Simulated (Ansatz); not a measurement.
Input:

```yaml
crystal:
  lattice:
    - [3.83710, 0.00000, 0.00000]
    - [0.00000, 3.83710, 0.00000]
    - [0.00000, 0.00000, 4.47405]
  atoms:
    - { symbol: Sn, position: [0.50000, 0.00000, 0.25542] }
    - { symbol: Sn, position: [0.00000, 0.50000, 0.74458] }
    - { symbol: O, position: [0.00000, 0.00000, 0.00000] }
    - { symbol: O, position: [0.50000, 0.50000, 0.00000] }
```

No spin polarisation.

Level of theory: Kohn–Sham DFT with the PBE-D3(BJ) functional, run in Ansatz (a quantum-chemistry and plane-wave program) with PAW and 420 eV plane waves, spin-orbit coupling left out. Γ-centred 12×12×10 mesh, Fermi–Dirac width 0.05 eV.

**Question.** Predict the band gap and pressure.

**Answer.** The band gap is zero and the pressure (mean of the normal stresses, compression positive) is 1.9 GPa.

The cells carry an imposed strain or load. Whether these cells are dynamically stable was not tested. The final runs are not spin-polarised. The cell was made from SnO in the litharge type structure (space group P4/nmm, No. 129; layered, stacked along the Cartesian z axis) by this change: uniaxial strain ε_zz = −5.98 %. The zero or small gap of SnO can change with the level of theory.
